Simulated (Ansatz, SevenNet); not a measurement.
## Ladder of methods for the equilibrium lattice constant a of C11b MoSi2

Reference value: 3.205 Å (measured, temperature not stated, not corrected to a static lattice; as tabulated in Pavlosiuk et al. (2022), arXiv:2202.05362).

| level (code) | value (Å) | difference (%) |
|---|---|---|
| SevenNet-0 (SevenNet) | 3.227 | +0.69 |
| LDA (Ansatz) | 3.174 | -0.97 |
| BLYP (Ansatz) | 3.277 | +2.25 |
| PBE (Ansatz) | 3.217 | +0.37 |
| PBEsol (Ansatz) | 3.190 | -0.47 |
| RPBE (Ansatz) | 3.231 | +0.81 |
| PBE-D4 (Ansatz) | 3.184 | -0.66 |
| PBEsol-D3(BJ) (Ansatz) | 3.156 | -1.53 |
| rVV10 (Ansatz) | 3.229 | +0.75 |
| r²SCAN (Ansatz) | 3.202 | -0.09 |
| r²SCAN-D4 (Ansatz) | 3.191 | -0.44 |
| HSE06 (Ansatz) | 3.191 | -0.44 |

The reference's temperature isn't stated, so close values are not ranked against it. Off by more than 1.25 % (a bound picked here): BLYP (+2.25 %), PBEsol-D3(BJ) (-1.53 %).

The reference has no zero-point or thermal correction, while the calculations are for a static lattice, so the differences are not the levels' errors alone. A static lattice is as a rule a little smaller than the measured one.  HSE06: hybrids on metals are sensitive to the k mesh and can open a false gap. Cutoffs and k meshes differ between the levels. Ansatz's density-functional and Hartree–Fock values are scalar-relativistic unless marked +SOC, with PAW data made under PBE.

Machine-learned potentials (SevenNet-0) are trained on DFT data, which may include these solids.

Differences are worked out from the printed values.

Ansatz is a first-principles code.
